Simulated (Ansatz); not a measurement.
Effect of uniaxial strain ε_zz = −2.00 % on RbBr

Consider RbBr in the rock salt structure (space group Fm-3m, No. 225; a = 6.843 Å). Axes: x, y, z lie along the cube axes.

Modification: uniaxial strain ε_zz = −2.00 %, all other strain components held at zero, atoms relaxed at fixed cell.

Level of theory: PBEsol, PAW, 420 eV (Ansatz, an electronic-structure program; scalar-relativistic without spin-orbit coupling). Settings: 8×8×8 k-points, 0.05 eV Fermi–Dirac smearing.

| quantity | base | changed | shift |
|---|---|---|---|
| space group | Fm-3m (No. 225) | I4/mmm (No. 139) | – |
| shortest interatomic distance | 3.422 Å | 3.353 Å | -0.0684 Å |
| energy relative to the base (free energy F) | 0 meV/atom | +1.9 meV/atom | +1.9 meV/atom |
| pressure (mean of the normal stresses, compression positive) | 0.01 GPa | 0.32 GPa | +0.317 GPa |
| band gap | 4.22 eV | 4.25 eV | +0.03 eV |
| gap character | direct at Γ | direct at Γ | – |
| valence-band top at Γ (three highest levels, from the VBM) | 0.00, 0.00, 0.00 eV | 0.00, -0.03, -0.03 eV | – |
| valley order (the lowest conduction-band minima on the path, energy above the VBM, named in the base's zone) | Γ 4.22 eV; X along ⟨100⟩ 5.50 eV | Γ 4.25 eV; X along [001] 5.44 eV; X along [100] 5.46 eV | – |
| stress (xx, yy, zz, yz, xz, xy; compression positive) | – | (0.09, 0.09, 0.79, 0.00, 0.00, 0.00) GPa | – |

Final structure:

```
CELL_PARAMETERS angstrom
      0.00000     3.42164     3.35321
      3.42164     0.00000     3.35321
      3.42164     3.42164     0.00000
ATOMIC_POSITIONS crystal
  Rb 0.00000 0.00000 0.00000
  Br 0.50000 0.50000 0.50000
```

Whether these cells are dynamically stable was not tested. k-point labels follow each cell's own Brillouin zone.
